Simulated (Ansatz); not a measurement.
Base system: ZnSe in the zinc blende structure (space group F-43m, No. 216).

ZnSe is taken in the cubic space group F-43m (No. 216), the zinc blende structure, Pearson symbol cF8. Conventional cell: a = b = c = 5.6656 Å, α = β = γ = 90.00°. Zn on 4a is surrounded by 4 Se at 2.453 Å (tetrahedral). Se on 4d is coordinated by 4 Zn at 2.453 Å (tetrahedral). (Neighbours: up to the widest gap in distance over summed covalent radii, below 1.35, at either atom; cation-cation and far metal-metal contacts left out.)
(The calculation used a cell of 2 atoms; values per cell refer to that cell.)

The values are results of r2SCAN in Ansatz (plane waves to 500 eV, PAW, without spin-orbit coupling), not measurements.

Strains are applied to the cell and any free atomic positions relax.

One change was made to it. Results:

The pressure grows by 5.87 GPa, from -0.01 GPa to 5.86 GPa; the electron mass goes from 0.12 mₑ (at Γ) to 0.14 mₑ (at Γ); the valley order (the lowest conduction-band minima on the path, energy above the VBM, named in the base's zone) goes from Γ 1.87 eV; L along ⟨111⟩ 3.05 eV; X along ⟨100⟩ 3.34 eV to Γ 2.20 eV; X along ⟨100⟩ 3.16 eV; L along ⟨111⟩ 3.19 eV; the energy grows by 28 meV/atom.

Question: Which change produced these results?
A. isotropic strain −2.50 %
B. isotropic strain −1.00 %
C. isotropic strain −3.00 %

Answer: A, isotropic strain −2.50 %. For comparison, the valley order in the other runs: isotropic strain −1.00 % gives Γ 2.00 eV; L along ⟨111⟩ 3.11 eV; X along ⟨100⟩ 3.27 eV; isotropic strain −3.00 % gives Γ 2.27 eV; X along ⟨100⟩ 3.12 eV; L along ⟨111⟩ 3.22 eV.

Effective masses come from finite differences of ±0.01 Å⁻¹. Stability against distortions was not tested.

Ansatz is a quantum-chemistry and plane-wave program.
